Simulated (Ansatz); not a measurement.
## Evanescent states of NaCl (Fm-3m, rock salt, 2 atoms a cell, 21.8 Å³ an atom) along the normal of (110)

These are r2SCAN (plane waves, PAW; Ansatz, an electronic-structure program) values and carry that method's errors.

The gap is the functional's own, uncorrected, and κ follows it; spin-orbit coupling is left out. Mid-gap means the computed energy nearest the middle.

Energies count from the valence-band top; κ is the least over a 8×6 mesh across the current.

| E (eV) | κ (1/Å) | where |
|---|---|---|
| 0.14 | 0.140 | Γ |
| 0.42 | 0.230 | Γ |
| 0.70 | 0.284 | Γ |
| 0.98 | 0.321 | Γ |
| 1.26 | 0.348 | Γ |
| 1.54 | … | Γ |
| 1.82 | … | Γ |
| 2.10 | … | Γ |
| 2.38 | … | Γ |
| 2.66 | … | Γ |
| 2.94 | … | Γ |
| 3.22 | … | Γ |
| 3.50 | … | Γ |
| 3.78 | … | Γ |
| 4.06 | … | Γ |
| 4.34 | … | Γ |
| 4.62 | 0.333 | Γ |
| 4.90 | 0.306 | Γ |
| 5.18 | 0.273 | Γ |
| 5.46 | 0.229 | Γ |
| 5.74 | 0.166 | Γ |

### Question
Some entries are withheld; supply them.

### Answer

- 1.54, κ (1/Å): 0.368
- 1.82, κ (1/Å): 0.383
- 2.10, κ (1/Å): 0.393
- 2.38, κ (1/Å): 0.399
- 2.66, κ (1/Å): 0.402
- 2.94, κ (1/Å): 0.402
- 3.22, κ (1/Å): 0.399
- 3.50, κ (1/Å): 0.392
- 3.78, κ (1/Å): 0.383
- 4.06, κ (1/Å): 0.370
- 4.34, κ (1/Å): 0.354
